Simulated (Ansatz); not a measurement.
The starting structures come from a database of crystals and need not be the phases stable at ambient conditions.

 Where the default PAW files enter, the runs use the earlier of Ansatz's two default sets.

The decay constant κ of evanescent states in the gap governs leakage through a thin film.

Consider the following.

```xyz
4
Lattice="3.7503 0.0000 0.0000 0.0000 3.7503 0.0000 1.8752 -1.8752 5.4715" Properties=species:S:1:pos:R:3 pbc="T T T"
Hg     1.8752     1.8752     4.1969
Hg     3.7503     0.0000     1.2746
F      1.8752     1.8752     2.0420
F      3.7503     0.0000     3.4296
```

Space group of this cell: I4/mmm. The cell was relaxed by PBE-D3(BJ); by r2SCAN its mean pressure is -1.8 GPa.

Transport runs along the normal of the first two printed cell vectors, the (001) plane of the conventional cell.

The gap is the functional's own. No spin-orbit coupling. Mid-gap values are interpolated on the energy grid.

Task: Compute, with r2SCAN run with Ansatz (an electronic-structure program), the band gap and the smallest decay constant κ at mid-gap.

Result: Gap 2.00 eV on a 8×8×8 mesh; κ = 0.182 1/Å, at the zone centre.
